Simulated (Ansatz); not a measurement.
# BaBr2 (Pnma, No. 62)

All values below come from r²SCAN-D4 (Ansatz, a first-principles code, PAW).

Run with plane-wave cutoff 500 eV, 6×8×4 k mesh (along the axes of the cell as run), gaussian smearing 0.02 eV, scalar-relativistic PAW data made under PBE.

Cell (relaxed at this level):

```cif
data_Ba4Br8
_chemical_formula_sum 'Ba4 Br8'
_space_group_name_H-M_alt 'Pnma'
_space_group_IT_number 62
_space_group_name_Hall '-P 2ac 2n'
_cell_length_a 8.28158
_cell_length_b 4.95387
_cell_length_c 9.95708
_cell_angle_alpha 90.000
_cell_angle_beta 90.000
_cell_angle_gamma 90.000
loop_
_atom_site_label
_atom_site_type_symbol
_atom_site_symmetry_multiplicity
_atom_site_Wyckoff_symbol
_atom_site_fract_x
_atom_site_fract_y
_atom_site_fract_z
_atom_site_occupancy
Ba1 Ba 4 c 0.24908 0.25000 0.88063 1
Br1 Br 4 c 0.02844 0.25000 0.16985 1
Br2 Br 4 c 0.14368 0.25000 0.56926 1
```

| Property | Result |
|---|---|
| band gap | 4.74 eV (on the SCF k mesh) |

Spin–orbit coupling is not included.
